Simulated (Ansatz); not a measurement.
Input:

```
CELL_PARAMETERS angstrom
      0.00000     1.91729     1.91729
      1.91729     0.00000     1.91729
      1.91729     1.91729     0.00000
ATOMIC_POSITIONS crystal
  Al 0.00000 0.00000 0.00000
```

Level of theory: PBEsol, DFPT electron-phonon coupling, linearised Boltzmann equation (plane waves, PAW, scalar-relativistic; Ansatz, a quantum-chemistry and plane-wave program). Condition of this run: hydrostatic pressure 15 GPa (the target of the relaxation). How the cell was made: relaxed with this functional, without spin-orbit coupling, then loaded as said.

Problem. Estimate the phonon-limited resistivity at 300 K, by direction if it differs.

Solution. 1.43 μΩ·cm.

Problem. And the electrons' mean free path at that temperature?

Solution. 39 nm, weighted by the current that each state carries. Wires not much wider than this gain resistivity from their walls.

A metal at this level (no band gap). Only scattering by harmonic phonons is included (no impurities, grain boundaries, electron-electron scattering or thermal expansion). Spin-orbit coupling is left out. Halving the electron mesh (36x36x36) moves the resistivity by up to 6 % at 300 K, the mean free path by up to 6 %. Smearing 0.20 eV; phonons on a 6x6x6 q mesh, which this run doesn't test.
